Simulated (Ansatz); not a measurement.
Input and output of a self-consistent single point for LuCd (P4mm, 2 atoms in the cell) (Ansatz, a quantum-chemistry and plane-wave program).

Method: PBEsol, harder PAW files (source: ansatz) made with PBE (plane waves; Ansatz).

The change in words: lattice scaled by 0.98; basis.ecutwfc: 420 eV → 815 eV; hamiltonian.pseudopotentials: {kind: paw} (the program's default PAW files) → {kind: paw, source: ansatz}. Reference geometry:
```
CELL_PARAMETERS angstrom
      3.62278     0.00000     0.00000
      0.00000     3.62278     0.00000
      0.00000     0.00000     3.62278
ATOMIC_POSITIONS crystal
  Lu 0.50000 0.50000 0.51380
  Cd 0.00000 0.00000 0.00000
```

Reference input (self-consistent single point, DFT, PBEsol, plane waves, default PAW files made with PBE): basis.ecutwfc = 420 eV; kpoints.mp_grid.grid = 9 9 9; hamiltonian.xc = pbesol; hamiltonian.pseudopotentials = {kind: paw} (the program's default PAW files); scf.occupations.method = fermi_dirac; scf.occupations.width = 0.1 eV. This run's input differs from it in these lines:

Ansatz 0.2 input:
```diff
@@ -2,5 +2,5 @@
   lattice:
-    - [3.622785, 0.000000, 0.000000]
-    - [0.000000, 3.622785, 0.000000]
-    - [0.000000, 0.000000, 3.622785]
+    - [3.550329, 0.000000, 0.000000]
+    - [0.000000, 3.550329, 0.000000]
+    - [0.000000, 0.000000, 3.550329]
   atoms:
@@ -9,3 +9,3 @@
 basis:
-  ecutwfc: 420.0
+  ecutwfc: 815.0
 kpoints:
@@ -14,3 +14,3 @@
   xc: pbesol
-  pseudopotentials: { kind: paw }
+  pseudopotentials: { kind: paw, source: ansatz }
 scf:
```

Output (repeated stretches shortened):

```
SCF iter   1: F=—  HF=-22813.781567 eV  |F-HF|=—  |Δ(HF+E_count)|=         —  Δρ=9.49e-2  dr2=4.93e0  ethr=3.10e-3  ⟨swp⟩=5.0  Hψ=8665  notcnv=0
all-band conjugate gradients solve this SCF's bands
preconditioner: auto → Kerker (q_TF=auto, 2.731 Å⁻¹)
SCF iter   2: F=—  HF=-22812.645202 eV  |F-HF|=—  |Δ(HF+E_count)|=    1.14e0  Δρ=2.77e-2  dr2=5.55e-1  ethr=3.10e-3  ⟨swp⟩=3.1  Hψ=4861  notcnv=0
   [... lines left out ...]
SCF iter   6: F=—  HF=-22812.452856 eV  |F-HF|=—  |Δ(HF+E_count)|=   3.57e-4  Δρ=5.98e-4  dr2=1.33e-4  ethr=3.08e-6  ⟨swp⟩=2.0  Hψ=3728  notcnv=0
SCF iter   7: F=—  HF=-22812.452848 eV  |F-HF|=—  |Δ(HF+E_count)|=   7.59e-6  Δρ=8.71e-5  dr2=3.01e-6  ethr=2.96e-7  ⟨swp⟩=2.0  Hψ=3171  notcnv=0
SCF iter   8: F=—  HF=-22812.452859 eV  |F-HF|=—  |Δ(HF+E_count)|=   1.07e-5  Δρ=1.99e-5  dr2=1.32e-7  ethr=6.68e-9  ⟨swp⟩=2.1  Hψ=3217  notcnv=0
SCF iter   9: F=-22812.452859 eV  HF=-22812.452859 eV  |F-HF|=3.85e-9  |Δ(HF+E_count)|=   1.03e-8  Δρ=5.20e-6  dr2=9.01e-9  ethr=2.22e-10  ⟨swp⟩=7.2  Hψ=9214  notcnv=0
SCF 1 converged in 9 iterations: F = -22812.452859 eV  dr2 = 9.01e-9
Free energy (F): -22812.452859 eV
Internal energy: -22812.401994 eV  (E = F + TS)
E sigma→0 (E₀):  -22812.427427 eV
Entropy (-TS):   -0.050865 eV (-25.432 meV/atom)
Fermi energy:    16.169223 eV
--- Forces (eV/Å), atoms counted from 1 ---
  atom   1  Lu    -0.00000000     0.00000000    -0.20084263
  atom   2  Cd    -0.00000000     0.00000000     0.20084411
--- Stress (GPa, compression-positive) ---
        3.817046       0.000000      -0.000000
        0.000000       3.817046       0.000000
       -0.000000       0.000000       3.763886
  P = ⅓ Tr σ = 3.7993 GPa (37.993 kbar)
  The stress holds the Pulay correction. Without it, at fixed plane waves, as pw.x and ABINIT print it: P = 3.7956 GPa
```

The run converged in 9 iterations. Against the reference run the pressure goes from -0.81 to 3.80 GPa and the largest force goes from 0.163 to 0.201 eV/Å.

The starting cell comes from a database of computed structures (which also holds hypothetical and non-ambient phases and stackings), without a prior relaxation at this level. Its lattice was rescaled by up to half a per cent. One atom was moved a little off its site on purpose. For this run, on top of that: lattice scaled by 0.98. Ansatz's pressure includes its estimate of the finite-basis (Pulay) stress.
